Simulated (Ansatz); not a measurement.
The reference is Li in the bcc (W type) structure (space group Im-3m, No. 229; a = 3.4352 Å).

Structures relaxed with PBE in Ansatz (plane waves to 420 eV, PAW, scalar-relativistic without spin-orbit coupling).

Base:

Simulated powder pattern, Co Kα, λ = 1.79026 Å (kinematic, ideal powder, no thermal factors, no anomalous dispersion; the 10 strongest lines at most, above 2 %, up to 2θ = 90°):

| 2θ (°) | I/Imax (%) | hkl |
|---|---|---|
| 43.25 | 100 | (110) |
| 62.82 | 17 | (200) |
| 79.33 | 35 | (211) |

Modification: full substitution Li → K; the structure is relaxed again.

Predict the new powder pattern.


Simulated powder pattern, Co Kα, λ = 1.79026 Å (kinematic, ideal powder, no thermal factors, no anomalous dispersion; the 10 strongest lines at most, above 2 %, up to 2θ = 90°):

```tsv
2θ (°)	I/Imax (%)	hkl
27.75	100	(110)
39.65	18	(200)
49.08	38	(211)
57.32	11	(220)
64.85	15	(310)
71.94	3.5	(222)
78.76	16	(321)
```

The indices refer to each structure's own conventional cell; one index is shown for lines that coincide.

No phonon test of stability was made.

Ansatz is a quantum-chemistry and plane-wave program.
